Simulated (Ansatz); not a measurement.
**As: pressure series**

Take As in the A7 type structure (space group R-3m, No. 166; layered) as the base.

```
CELL_PARAMETERS angstrom
      1.89173     1.09219     3.36977
     -1.89173     1.09219     3.36977
      0.00000    -2.18438     3.36977
ATOMIC_POSITIONS crystal
  As 0.23028 0.23028 0.23028
  As 0.76972 0.76972 0.76972
```

Cell and atoms are relaxed at each pressure.

The values are results of plane-wave PAW DFT at the PBE-D3(BJ) level (Ansatz, a program for electronic structure, 420 eV), no SOC, not measurements.

```tsv
case	density	c/a ratio
base	5.96 g/cm³	2.672
pressure −2 GPa	5.69 g/cm³	2.746
pressure −1 GPa	5.83 g/cm³	2.703
pressure 0.3 GPa	5.99 g/cm³	?
pressure 0.7 GPa	6.03 g/cm³	2.655
pressure 1.5 GPa	6.12 g/cm³	?
pressure 3 GPa	?	2.613
pressure 5 GPa	6.44 g/cm³	2.585
pressure 7.5 GPa	6.63 g/cm³	2.558
pressure 10 GPa	6.81 g/cm³	?
```

Task: Fill in the withheld entries from the trend.

Result: 
- pressure 0.3 GPa, c/a ratio: 2.666
- pressure 1.5 GPa, c/a ratio: 2.638
- pressure 3 GPa, density: 6.26 g/cm³
- pressure 10 GPa, c/a ratio: 2.539

The mesh was chosen for an insulator and is coarse for the gapless case. Load acts through the strain it causes; cell and atoms are relaxed under it. No phonon test of stability was made. No other phases were tried under pressure.
